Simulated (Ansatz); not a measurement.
A self-consistent single point of a (110) slab of AlRh (cut from a parent of space group no. 221; 10 atoms in the cell) with Ansatz (an electronic-structure program).

Method: LDA (PW92), default PAW files made with PBE (plane waves; Ansatz).

```yaml
crystal:
  lattice:
    - [2.99221, 0.00000, 0.00000]
    - [0.00000, 4.23162, 0.00000]
    - [0.00000, 0.00000, 22.46332]
  atoms:
    - { symbol: Al, position: [0.00000, 0.75000, 0.31162] }
    - { symbol: Rh, position: [0.50000, 0.25000, 0.31162] }
    - { symbol: Al, position: [0.00000, 0.25000, 0.40581] }
    - { symbol: Rh, position: [0.50000, 0.75000, 0.40581] }
    - { symbol: Al, position: [0.00000, 0.75000, 0.50000] }
    - { symbol: Rh, position: [0.50000, 0.25000, 0.50000] }
    - { symbol: Al, position: [0.00000, 0.25000, 0.59419] }
    - { symbol: Rh, position: [0.50000, 0.75000, 0.59419] }
    - { symbol: Al, position: [0.00000, 0.75000, 0.68838] }
    - { symbol: Rh, position: [0.50000, 0.25000, 0.68838] }
```

Reference input (self-consistent single point, DFT, LDA (PW92), plane waves, default PAW files made with PBE): basis.ecutwfc = 30.9 Ry; kpoints.mp_grid.grid = 10 7 1; hamiltonian.xc = lda; hamiltonian.pseudopotentials = {kind: paw} (the program's default PAW files); scf.occupations.method = gaussian; scf.occupations.width = 0.0073 Ry. This run's input differs from it in these lines:

Ansatz 0.2 input:
```diff
@@ -18,3 +18,3 @@
 basis:
-  ecutwfc: 30.9 Ry
+  ecutwfc: 26.1 Ry
 kpoints:
```

Log, with long lists cut:

```
SCF iter   1: F=—  HF=-33964.856518 eV  |F-HF|=—  |Δ(HF+E_count)|=         —  Δρ=7.18e-3  dr2=2.34e-1  ethr=1.77e-3  ⟨swp⟩=10.5  Hψ=7352  notcnv=0  defer=4
all-band conjugate gradients solve this SCF's bands
preconditioner: auto → LDOS
SCF iter   2: F=—  HF=-33964.863375 eV  |F-HF|=—  |Δ(HF+E_count)|=   6.86e-3  Δρ=7.72e-3  dr2=1.97e-1  ethr=2.34e-4  ⟨swp⟩=3.0  Hψ=3311  notcnv=0  defer=87
   [... lines left out ...]
SCF iter   6: F=—  HF=-33964.828291 eV  |F-HF|=—  |Δ(HF+E_count)|=   2.51e-4  Δρ=5.70e-5  dr2=1.87e-5  ethr=3.92e-8  ⟨swp⟩=2.6  Hψ=2651  notcnv=0  defer=72
SCF iter   7: F=—  HF=-33964.828290 eV  |F-HF|=—  |Δ(HF+E_count)|=   1.12e-6  Δρ=1.69e-5  dr2=1.49e-6  ethr=1.87e-8  ⟨swp⟩=2.0  Hψ=2026  notcnv=0  defer=72
SCF iter   8: F=—  HF=-33964.828290 eV  |F-HF|=—  |Δ(HF+E_count)|=   1.51e-7  Δρ=8.24e-6  dr2=4.14e-7  ethr=1.49e-9  ⟨swp⟩=2.8  Hψ=2649  notcnv=0  defer=72
SCF iter   9: F=-33964.828290 eV  HF=-33964.828290 eV  |F-HF|=4.79e-9  |Δ(HF+E_count)|=   2.56e-7  Δρ=3.51e-6  dr2=6.19e-8  ethr=1.00e-10  ⟨swp⟩=14.1  Hψ=7264  notcnv=0
SCF 1 converged in 9 iterations: F = -33964.828290 eV  dr2 = 6.19e-8
Free energy (F): -33964.828290 eV
Internal energy: -33964.800952 eV  (E = F + TS)
E sigma→0 (E₀):  -33964.814621 eV
Entropy (-TS):   -0.027338 eV (-2.734 meV/atom)
Fermi energy:    4.927204 eV
--- Forces (eV/Å), atoms counted from 1 ---
  atom   1  Al     0.00000000     0.00000000    -0.34412392
  atom   2  Rh    -0.00000000     0.00000000     1.34955517
  atom   3  Al     0.00000000     0.00000000    -0.64239766
  atom   4  Rh    -0.00000000     0.00000000     0.41226465
  atom   5  Al    -0.00000000     0.00000000     0.00000000
  atom   6  Rh    -0.00000000    -0.00000000     0.00000000
  atom   7  Al    -0.00000000     0.00000000     0.64239766
  atom   8  Rh     0.00000000     0.00000000    -0.41226465
  atom   9  Al    -0.00000000     0.00000000     0.34412392
  atom  10  Rh     0.00000000     0.00000000    -1.34955517
--- Stress (GPa, compression-positive) ---
       -7.494407       0.000000       0.000000
        0.000000      -6.654246       0.000000
        0.000000       0.000000      -4.249084
  P = ⅓ Tr σ = -6.1326 GPa (-61.326 kbar)
  The stress holds the Pulay correction. Without it, at fixed plane waves, as pw.x and ABINIT print it: P = -6.7117 GPa
```

The run converged in 9 iterations. Against the reference run the free energy rises by 8.5 meV/atom and the largest force moves little (1.355 to 1.350 eV/Å).

The starting cell comes from a database of computed structures (which also holds hypothetical and non-ambient phases and stackings), without a prior relaxation at this level. The slab is cut from that crystal, and its faces are unrelaxed. Its lattice was rescaled by up to half a per cent. Spin polarisation is off. Forces in this geometry exceed 1 eV/Å. The cutoff lies below the one recommended for these files.
